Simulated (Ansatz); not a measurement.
**L1₀ (CuAu-type) CuAu**

These are PBE0 (plane waves, PAW; Ansatz, an electronic-structure program) values and carry that method's errors.

Numerical settings: plane-wave cutoff 460 eV, 10×10×8 k mesh (along the axes of the cell as run), Fermi–Dirac smearing 0.05 eV, no spin polarisation, scalar-relativistic PAW data made under PBE.

Cell (relaxed at this level):

```cif
data_AuCu
_chemical_formula_sum 'Cu1 Au1'
_space_group_name_H-M_alt 'P 1'
_space_group_IT_number 1
_cell_length_a 2.90152
_cell_length_b 2.90152
_cell_length_c 3.52196
_cell_angle_alpha 90.000
_cell_angle_beta 90.000
_cell_angle_gamma 90.000
loop_
_space_group_symop_operation_xyz
  'x, y, z'
loop_
_atom_site_label
_atom_site_type_symbol
_atom_site_fract_x
_atom_site_fract_y
_atom_site_fract_z
_atom_site_occupancy
Cu1 Cu 0.00000 0.00000 0.00000 1
Au1 Au 0.50000 0.50000 0.50000 1
```

| Item | Result |
|---|---|
| lattice constant a (two-atom tetragonal cell) | 2.902 Å |
| lattice parameter c (two-atom tetragonal cell) | 3.522 Å |

Measured, for comparison: lattice constant a 2.8 Å (temperature not stated, no zero-point or thermal correction; as tabulated in Nepal et al. (2019), arXiv:1905.09348); lattice parameter c 3.67 Å (temperature not stated, no zero-point or thermal correction; as tabulated in Mehl et al. (2016), arXiv:1607.02532). Computed (rounded) less measured: lattice constant a +3.6 %, lattice parameter c -4.0 %.

Note: the run has no spin polarisation, so it can have missed a magnetic state.

Spin–orbit coupling is not included; it can shift volumes and moduli of such heavy elements.

The computed numbers hold no vibrational or temperature effects.

Cost on a shared machine: very roughly 50 core-minutes.
